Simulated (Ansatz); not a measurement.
The parent structure is Eu in the bcc (W type) structure (space group Im-3m, No. 229; a = 4.450 Å; ferromagnetic; relaxed with 0.1 eV smearing). Axes: x, y, z lie along the cube axes.

The values are results of r2SCAN/PAW in Ansatz (a quantum-chemistry and plane-wave program), spin-orbit coupling left out, not measurements.

Strains are applied to the cell and any free atomic positions relax; under biaxial strain the out-of-plane vector relaxes too; under stress the whole cell relaxes.

One change was made to it. Results:

The magnetic state stays ferromagnetic; the shortest interatomic distance shrinks by 0.024 Å to 3.830 Å; the largest site moment hardly moves (7.31 μB against 7.30 μB).

Name the change that was made.
A. uniaxial stress, 1 GPa compression along x
B. uniaxial strain ε_zz = +0.84 %
C. biaxial strain −0.51 %, plane normal [001], relaxed out of plane

A, uniaxial stress, 1 GPa compression along x. For comparison, the shortest interatomic distance in the other runs: uniaxial strain ε_zz = +0.84 % gives 3.865 Å; biaxial strain −0.51 %, plane normal [001], relaxed out of plane gives 3.850 Å.

The magnetic state is the one reached from the starting moments; the real material's order can differ, and small cells can't hold many antiferromagnetic ones. The state of the 4f shell was not checked for lower solutions. Stability under load was not tested beyond the relaxation.
